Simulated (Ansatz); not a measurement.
The starting structures come from a database of crystals and need not be the phases stable at ambient conditions.

Input:

```
CELL_PARAMETERS angstrom
      6.86225     0.00000     0.00000
      0.00000     8.30177     0.00000
      3.43113     4.15088     3.43113
ATOMIC_POSITIONS crystal
  Ba 0.00000 0.00000 0.00000
  Ag 0.50000 0.25000 0.00000
  Ag 0.50000 0.75000 0.00000
  Ge 0.00000 0.50000 0.00000
  S  0.37788 0.84447 0.62212
  S  0.00000 0.53341 0.62212
  S  0.62212 0.46659 0.37788
  S  0.00000 0.15553 0.37788
```

Space group of this cell: I-42m. The cell is taken as given; by PBEsol its mean pressure is -3.3 GPa.

Transport runs along the normal of the first two printed cell vectors, the (100) plane of the conventional cell.

The gap is the functional's own, uncorrected, and κ follows it; spin-orbit coupling is left out. Mid-gap values are interpolated between the computed energies.

**Question.** Estimate the band gap and the smallest decay constant κ at mid-gap that PBEsol in Ansatz (an electronic-structure program) returns for this system.

**Answer.** Gap 0.45 eV on a 10×10×10 mesh; κ = 0.093 1/Å, at the zone centre.
